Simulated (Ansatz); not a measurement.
We consider YCu₂ (Imma, No. 74), described by r²SCAN (plane waves, PAW; Ansatz, a quantum-chemistry and plane-wave program).

Numerical settings: plane-wave cutoff 500 eV, 16×16×16 k mesh, Fermi–Dirac smearing 0.1 eV, no spin polarisation, scalar-relativistic PAW data made under PBE.

Computed at the level's own relaxed cell.

**Question.** Predict the volume per atom.

**Answer.** 
- volume per atom = 17.65 Å³/atom

The run finds no gap.
